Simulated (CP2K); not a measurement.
Worked example: self-consistent single point of a (001) slab of Se (cut from a parent of space group no. 152; 3 atoms in the cell) in CP2K.

Method: CP2K 2026.2 with LDA (Pade form), GPW, DZVP-MOLOPT-SR-GTH basis, GTH-PADE potentials (GTH_POTENTIALS).

```xyz
3
Lattice="4.3831 0.0000 0.0000 -2.1916 3.7959 0.0000 0.0000 0.0000 17.3099" Properties=species:S:1:pos:R:3 pbc="T T T"
Se    -0.4931     0.8541     8.6549
Se     1.6985     2.9418    10.3099
Se     0.9862     0.0000     7.0000
```

Reference input (self-consistent single point, DFT LDA (Pade form), GPW, DZVP-MOLOPT-SR-GTH basis, GTH-PADE potentials (GTH_POTENTIALS)): CUTOFF = 400 Ry; REL_CUTOFF = 50 Ry; SMEAR/METHOD = FERMI_DIRAC; ELECTRONIC_TEMPERATURE = 116.05 K; KPOINTS/SCHEME = MONKHORST-PACK 3 3 1; XC_FUNCTIONAL = PADE; Se/BASIS_SET = DZVP-MOLOPT-SR-GTH; Se/POTENTIAL = GTH-PADE-q6; METHOD = GPW; EPS_DEFAULT = 1e-10; NGRIDS = 5; SCF_GUESS = ATOMIC. This run's input differs from it in these lines:

```diff
@@ -40,3 +40,4 @@
     &KPOINTS
-      SCHEME MONKHORST-PACK 3 3 1
+      SCHEME MONKHORST-PACK 10 10 1
+      GAMMA_CENTERED T
     &END KPOINTS
```

Output (repeated stretches shortened):

```
 SCF WAVEFUNCTION OPTIMIZATION

  Step     Update method      Time    Convergence         Total energy    Change
     1 NoMix/Diag. 0.30E+00      -     0.50434747       -28.3669876015 -2.84E+01
     2 Broy./Diag. 0.30E+00      -     0.12582156       -28.7228803500 -3.56E-01
     3 Broy./Diag. 0.30E+00      -     0.11797187       -28.6073030483  1.16E-01
     4 Broy./Diag. 0.30E+00      -     0.02020700       -28.4827523738  1.25E-01
     5 Broy./Diag. 0.30E+00      -     0.00644197       -28.4324934257  5.03E-02
     6 Broy./Diag. 0.30E+00      -     0.00259344       -28.4034951821  2.90E-02
   [... 14 lines left out ...]
    21 Broy./Diag. 0.30E+00      -     0.00000277       -28.3891790740 -4.13E-06
    22 Broy./Diag. 0.30E+00      -     0.00000272       -28.3891694591  9.61E-06
    23 Broy./Diag. 0.30E+00      -     0.00000196       -28.3891593889  1.01E-05
    24 Broy./Diag. 0.30E+00      -     0.00000054       -28.3891552007  4.19E-06
  *** SCF run converged in    24 steps ***

  Overlap energy of the core charge distribution:               0.00000000740110
  Self energy of the core charge distribution:                -59.73772061093890
  Core Hamiltonian energy:                                     12.85174713601021
  Hartree energy:                                              24.43436323969810
  Exchange-correlation energy:                                 -5.93751940209214
  Electronic entropic energy:                                  -0.00002557053714
  Fermi energy:                                                -0.12726924280253

  Total energy:                                               -28.38915520069057
  Total energy (extrapolated to T->0):                        -28.38914241542200

   [... lines left out ...]

 STRESS| Analytical stress tensor [bar]
 STRESS|                        x                   y                   z
 STRESS|      x       -2.23570111174E+04   1.32275299404E+03   3.14200436938E+02
 STRESS|      y        1.32275299404E+03  -2.38856002619E+04   1.84079690652E+02
 STRESS|      z        3.14200436938E+02   1.84079690652E+02  -1.76818770015E+04
 STRESS| 1/3 Trace                                            -2.13081627936E+04
```

The run converged in 24 iterations. Against the reference run the free energy rises by 16.7 meV/atom and the largest force goes from 1.304 to 1.318 eV/Å.

The starting cell has typed, rounded lattice constants, without a prior relaxation at this level. The slab is cut from that crystal, and its faces are unrelaxed. Its lattice was rescaled by up to half a per cent. Spin polarisation is off, though cut faces can carry moments; the slab shows no gap. Values carry the incompleteness of an atom-centred basis. Forces in this geometry exceed 1 eV/Å.
